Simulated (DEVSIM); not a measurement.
System: Pd/HfO2/SiO2/n-Si capacitor, at 400 K.

```tsv
layer (left to right)	material	thickness (nm)	Nd (cm⁻³)
1	HfO2	22.0	-
2	SiO2	0.690	-
3	Si	6600	3.8e14
```

Metal gate on the left, work function 5.2 eV. Fixed charge at the semiconductor interface 1.8e12 cm⁻² (in units of +e); no interface traps.

The device is made up for the run: typed textbook-type constants, with dimensions and the other settings drawn at random. Values at 300 K; Nc and Nv go as T^1.5, mobilities as T to minus their exponent, the gap by Varshni's rule with the affinity fixed.

```csv
parameter,HfO2,SiO2,Si
gap (eV),5.7,9,1.124
affinity (eV),2.5,0.9,4.05
permittivity,22,3.9,11.7
Nc (cm⁻³),-,-,2.86e19
Nv (cm⁻³),-,-,3.1e19
Varshni α (eV/K),-,-,0.000473
Varshni β (K),-,-,636
```

Simulated with DEVSIM: 1D Poisson equation in equilibrium, Boltzmann statistics, complete ionisation; no quantum confinement or tunnelling. Metal contacts follow the ideal Schottky-Mott rule: no Fermi-level pinning, no interface dipoles.

Tabulate band edges, carrier densities and field at 0.1 V on the gate.

Energies count from the Fermi level of the right contact; mesh points crowd at the junctions.

```tsv
x (μm)	Ec (eV)	Ev (eV)	n (cm⁻³)	p (cm⁻³)	field (V/cm)
0.000	2.600	-3.100	< 1e2	< 1e2	-150000
0.001736	2.574	-3.126	< 1e2	< 1e2	-150000
0.006004	2.509	-3.191	< 1e2	< 1e2	-150000
0.01421	2.386	-3.314	< 1e2	< 1e2	-150000
0.02033	2.293	-3.407	< 1e2	< 1e2	-150000
0.02204	3.864	-5.136	< 1e2	< 1e2	-850000
0.02265	3.812	-5.188	< 1e2	< 1e2	-710000
0.02560	0.659	-0.438	2.2e11	1.5e14	-5300
0.03203	0.655	-0.441	2.4e11	1.3e14	-5200
0.04866	0.647	-0.450	3.1e11	1.0e14	-5100
0.09159	0.626	-0.471	5.8e11	5.6e13	-4800
0.2755	0.548	-0.548	5.4e12	5.9e12	-3600
0.6775	0.447	-0.650	1.0e14	3.1e11	-1500
1.774	0.403	-0.694	3.7e14	8.6e10	-25
4.830	0.402	-0.695	3.8e14	8.5e10	≈ 0
5.952	0.402	-0.695	3.8e14	8.5e10	≈ 0
6.364	0.402	-0.695	3.8e14	8.5e10	≈ 0
6.523	0.402	-0.695	3.8e14	8.5e10	≈ 0
6.596	0.402	-0.695	3.8e14	8.5e10	≈ 0
6.613	0.402	-0.695	3.8e14	8.5e10	≈ 0
6.620	0.402	-0.695	3.8e14	8.5e10	≈ 0
6.623	0.402	-0.695	3.8e14	8.5e10	≈ 0
```
